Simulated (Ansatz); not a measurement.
# Converging the plane-wave cutoff: Zr (Im-3m, 1 atom in the cell)

```
CELL_PARAMETERS angstrom
     -1.79980     1.79980     1.79980
      1.79980    -1.79980     1.79980
      1.79980     1.79980    -1.79980
ATOMIC_POSITIONS crystal
  Zr 0.00000 0.00000 0.00000
```

Method of the run: LDA (PW92), default PAW files made with PBE (plane waves; Ansatz, an electronic-structure program).

Base settings: basis.ecutwfc = 420 eV; kpoints.mp_grid.grid = 13 13 13; hamiltonian.xc = lda; hamiltonian.pseudopotentials = {kind: paw} (the program's default PAW files); scf.occupations.method = fermi_dirac; scf.occupations.width = 0.1 eV.

The second cell is the first with its lattice scaled by 0.98.

The mesh stays at the base's, so the ladder's end is converged at best in this setting alone.

The first pressure column holds Ansatz's estimate of the finite-basis (Pulay) stress, which hides part of the cutoff error; the other is without it.

Only quantities that move along the ladder and can be compared are tabulated.

The count of work is k-points × plane waves × bands × iterations; it is no time. 

The starting cell comes from a database of computed structures (which also holds hypothetical and non-ambient phases and stackings), without a prior relaxation at this level. Its lattice was rescaled by up to half a per cent. In the base run, with a pressure of about -8 GPa the cell is away from its equilibrium volume at this level.

Steps (basis.ecutwfc): 145 eV; 170 eV; 190 eV; 210 eV; 230 eV; 250 eV; 295 eV; 335 eV; 380 eV; 420 eV; 460 eV; 505 eV; 565 eV; 630 eV; 735 eV; 840 eV; 1010 eV.

Problem. What is the coarsest basis.ecutwfc that holds the pressure within 0.1 GPa of the last step, with all finer ones?

Solution. 295 eV, at 0.14 of the last step's count of work; the step before is off by 0.18 GPa.

Problem. What is the coarsest basis.ecutwfc that holds the pressure without the Pulay estimate within 0.2 GPa of the last step, with all finer ones?

Solution. 380 eV, at 0.22 of the last step's count of work; the step before is off by 0.28 GPa.

Problem. What is the coarsest basis.ecutwfc that holds the free energy within 1 meV/atom of the last step, with all finer ones?

Solution. 380 eV, at 0.22 of the last step's count of work; the step before is off by 4.5 meV/atom.

```tsv
basis.ecutwfc	free energy less the last step's (meV/atom)	energy of the compressed cell less the first (meV/atom)	pressure (GPa)	pressure without the Pulay estimate (GPa)	count of work / last
145 eV	8692.35	-23.83	-3.56	-189.56	0.051
170 eV	3731.71	24.83	-4.47	-105.88	0.078
190 eV	1854.38	-42.05	-8.33	-65.23	0.082
210 eV	911.06	-59.82	-8.63	-40.47	0.10
230 eV	434.28	-51.83	-8.33	-25.75	0.10
250 eV	196.37	-48.37	-7.97	-17.15	0.12
295 eV	27.26	-49.29	-8.10	-9.78	0.14
335 eV	4.55	-49.88	-8.12	-8.42	0.19
380 eV	0.84	-50.06	-8.14	-8.18	0.22
420 eV	0.33	-50.12	-8.15	-8.16	0.27
460 eV	0.17	-50.12	-8.15	-8.15	0.31
505 eV	0.12	-50.13	-8.15	-8.15	0.35
565 eV	0.09	-50.13	-8.15	-8.15	0.40
630 eV	0.06	-50.13	-8.15	-8.15	0.52
735 eV	0.04	-50.13	-8.15	-8.15	0.61
840 eV	0.01	-50.13	-8.15	-8.15	0.75
1010 eV	0.00	-50.13	-8.15	-8.15	1.0
```

The energy difference between the two cells stays within 1 meV/atom of the last step's from 295 eV on, the total only from 380 eV on: much of the error is common to both cells and cancels.

At the lowest cutoff the pressure without the Pulay estimate lies 181 GPa under the last step's, the usual sign of Pulay stress in an incomplete plane-wave basis.

Keys are those of Ansatz 0.2.
